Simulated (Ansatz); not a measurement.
rock-salt TaC (1 1 1) on wurtzite GaN (1 0 0) (film strained to the substrate, started from cuts of the bulks and a machine-learned relaxation; slabs Ga10N10 and C8Ta8, which can lie off the formulas)

A periodic stack without vacuum, rock-salt TaC (1 1 1) on wurtzite GaN (1 0 0) (film strained to the substrate, started from cuts of the bulks and a machine-learned relaxation; slabs Ga10N10 and C8Ta8, which can lie off the formulas): substrate slab Ga10N10, film C8Ta8, surface cells [[0, 1], [-1, 0]] and [[-1, 2], [-1, 0]], film strained by -4.3 and +1.7 %, outermost planes GaN/GaN and C/Ta as cut, which need not be the usual terminations and can put a slab off its formula.

The start was prepared with a machine-learned potential, and the result is one local minimum, with the in-plane cell held and forces under 0.04 eV/Å; the film can end far from its bulk form.

Level of theory: PBE (plane waves to 420 eV, PAW; Ansatz, a first-principles code). No spin–orbit coupling; the runs are not spin-polarised; PBE gaps are too small against experiment. Its k-point mesh 6×10×1, Fermi–Dirac width 0.05 eV.

| Property | Value |
|---|---|
| interface area | 16.9 Å² |
| period | 24.91 Å |
| heights between the nearest atoms of the two slabs at the two interfaces | 1.37 and 2.12 Å |
| Ga–Ta contacts across the interfaces within 1.22 times the sum of covalent radii | 6, mean 3.08 Å |
| C–Ga contacts across the interfaces within 1.22 times the sum of covalent radii | 2, mean 2.26 Å |
| N–Ta contacts across the interfaces within 1.22 times the sum of covalent radii | 1, mean 2.14 Å |
| C–N contacts across the interfaces within 1.22 times the sum of covalent radii | 1, mean 1.43 Å |
| estimate of the barrier | withheld, since the two interfaces are unlike |
| slope of the mean potential energy in the substrate | +1.4 MV/cm × e |

```
CELL_PARAMETERS angstrom
      5.23996    -0.00158     0.24383
     -0.00426     3.21633     0.11775
      3.82520     0.66247    25.15698
ATOMIC_POSITIONS crystal
  Ga 0.54788 0.54556 0.07862
  Ga 0.08031 0.06402 0.04156
  N  0.92219 0.54496 0.08018
  N  0.46097 0.06339 0.04244
  Ga 0.44327 0.98925 0.19113
  Ga 0.97979 0.50730 0.15490
  N  0.81935 0.98909 0.19183
  N  0.35560 0.50763 0.15393
  Ga 0.33650 0.43341 0.30299
  Ga 0.87175 0.95148 0.26665
  N  0.71234 0.43300 0.30410
  N  0.24912 0.95185 0.26567
  Ga 0.22862 0.87773 0.41466
  Ga 0.76467 0.39527 0.37894
  N  0.60346 0.87647 0.41692
  N  0.14242 0.39624 0.37711
  Ga 0.10893 0.31955 0.53142
  Ga 0.66164 0.83858 0.49138
  N  0.50020 0.31779 0.53236
  N  0.03549 0.84132 0.48780
  C  0.02274 0.78528 0.59469
  C  0.51956 0.29034 0.58756
  C  0.59402 0.73600 0.69475
  C  0.09165 0.23641 0.69438
  C  0.16727 0.68423 0.79972
  C  0.66738 0.18452 0.79918
  C  0.73402 0.63151 0.90646
  C  0.24668 0.13271 0.90400
  Ta 0.81432 0.26382 0.63797
  Ta 0.30509 0.76088 0.64411
  Ta 0.38159 0.21079 0.74622
  Ta 0.88192 0.71108 0.74570
  Ta 0.95158 0.15826 0.85219
  Ta 0.45462 0.65772 0.85326
  Ta 0.53230 0.10671 0.95655
  Ta 0.03558 0.60976 0.95038
```
